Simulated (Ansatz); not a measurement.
The reference is Ru in the hcp (Mg type) structure (space group P6_3/mmc, No. 194; a = 2.705 Å, c = 4.260 Å). Axes: x lies along a and z along c of the hexagonal cell.

All numbers come from r2SCAN, PAW, 500 eV (Ansatz, a quantum-chemistry and plane-wave program; no SOC).

Strains are applied to the cell and any free atomic positions relax; under biaxial strain the out-of-plane vector relaxes too.

One change was made to it. Results:

```csv
quantity,base,after
"pressure (mean of the normal stresses, compression positive)",0.0 GPa,0.6 GPa
shortest interatomic distance,2.641 Å,2.631 Å
band gap,zero,zero
```

What was done to the base?
A. biaxial strain −0.83 %, plane normal [001], relaxed out of plane
B. tensor shear ε_xy = +2.26 %
C. isotropic strain −0.73 %
D. biaxial strain −0.36 %, plane normal [001], relaxed out of plane
E. uniaxial strain ε_xx = +5.47 %

B, tensor shear ε_xy = +2.26 %. For comparison, the pressure in the other runs: isotropic strain −0.73 % gives 7.8 GPa; biaxial strain −0.36 %, plane normal [001], relaxed out of plane gives 1.7 GPa; uniaxial strain ε_xx = +5.47 % gives -14.7 GPa; biaxial strain −0.83 %, plane normal [001], relaxed out of plane gives 4.1 GPa.

Without a gap, meshes like the base's 20×20×11 leave anisotropic stresses uncertain by several tenths of a GPa, and small strain energies with them. No phonon test of stability was made. The final runs are not spin-polarised.
